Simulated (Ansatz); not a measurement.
These are PBE (plane waves to 420 eV, PAW; Ansatz, a quantum-chemistry and plane-wave program) values and carry that method's errors.

Planar average of the electrostatic potential across the slab, in eV from the Fermi level, for a constructed model of the (111) surface of fcc Cu, a pseudomorphic layer of Ga in the other hollow (bottom of the slab: a bare face, its two planes held):

(z (Å), V (eV)): (3.77, 4.80); (4.06, 4.80); (4.35, 4.80); (4.64, 4.80); (4.93, 4.79); (5.22, 4.78); (5.51, 4.76); (5.80, 4.70); (6.09, 4.60); (6.38, 4.37); (6.67, 3.89); (6.96, 2.87); (7.25, 0.57); (7.54, -5.82); (7.83, -13.61); (8.12, -16.99); (8.41, -14.93); (8.70, -7.98); (8.99, -1.19); (9.28, -0.04); (9.57, -4.44); (9.86, -12.37); (10.15, -16.94); (10.44, -16.11); (10.73, -10.06); (11.02, -2.46); (11.31, 0.05); (11.60, -3.02); (11.89, -10.82); (12.18, -16.43); (12.47, -16.73); (12.76, -11.66); (13.05, -3.74); (13.34, 0.04); (13.63, -1.71); (13.92, -8.93); (14.21, -15.57); (14.50, -17.13); (14.79, -13.28); (15.08, -5.45); (15.37, -0.28); (15.66, -0.81); (15.95, -7.09); (16.24, -14.50); (16.53, -17.27); (16.82, -14.61); (17.11, -7.27); (17.40, -0.87); (17.69, -0.12); (17.98, -4.89); (18.27, -12.85); (18.56, -17.18); (18.85, -16.11); (19.14, -9.89); (19.43, -2.50); (19.72, -0.25); (20.01, -2.20); (20.30, -7.25); (20.59, -11.12); (20.88, -12.56); (21.17, -11.62); (21.46, -8.31); (21.75, -3.05); (22.04, 0.74); (22.33, 2.43); (22.62, 3.24); (22.91, 3.61); (23.20, 3.78); (23.49, 3.86); (23.78, 3.90); (24.07, 3.92); (24.36, 3.93); (24.65, 3.93); (24.94, 3.93); (25.23, 3.93)

Set-up: 7 atoms, 12.7 Å thick at the start with caps and adatoms (thin: gaps and levels are the slab's own); mesh 17x17x1; 0.1 eV smearing; dipole correction on; 2 atoms held, the rest relaxed; held to the start's symmetry, so lower structures may exist; no spin, no spin-orbit, no U. In PBE it is, or lies within 0.01 eV a 1x1 cell of, the lowest of the 2 structures of its composition computed so far; subsurface sites and larger cells were not tried.

**Question.** The surface cell has an area of 5.71 Å². What dipole along the normal does the step between the two vacuum levels imply?

**Answer.** the top vacuum level lies 0.87 eV below the bottom one; p = −ε₀ A ΔV (ε₀ = 0.005526 e/(V·Å)) gives 0.03 e·Å a cell.
